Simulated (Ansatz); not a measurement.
We consider cubic perovskite CsSnI₃ (cubic high-temperature phase), described by rVV10 (Ansatz, an electronic-structure program, PAW).

Settings: plane-wave cutoff 520 eV, 6×6×6 k mesh, Fermi–Dirac smearing 0.01 eV, scalar-relativistic PAW data made under PBE.

Energies at three volumes about the minimum:

| V (Å³/atom) | E − E_lowest (meV/atom) |
|---|---|
| 47.303 | 1.14 |
| 48.269 | 0.00 |
| 49.234 | 1.06 |

Fit a parabola by hand: where is the minimum, what lattice constant follows, and what is the bulk modulus?

Slopes: (0.00 − 1.14)/(48.269 − 47.303) = -1.180 and (1.06 − 0.00)/(49.234 − 48.269) = 1.098 meV/Å³. Curvature E″ = 2 × (1.098 − (-1.180))/(49.234 − 47.303) = 2.359 meV/Å⁶. From the middle of the first interval, the slope vanishes at V0 = 47.7860 − (-1.180)/2.359 = 48.286 Å³/atom. B = V0 E″ = 48.286 × 2.359 meV/Å³ × 0.1602 GPa per meV/Å³ = 18.2 GPa. With 5 atoms in the cube, a = (5 × 48.286)^(1/3) = 6.227 Å. The full Birch–Murnaghan fit to all volumes gives V0 = 48.268 Å³/atom and B0 = 18.2 GPa.

Note: the relaxation could not lower the start's symmetry, so the cell can be a saddle point above a distorted one.
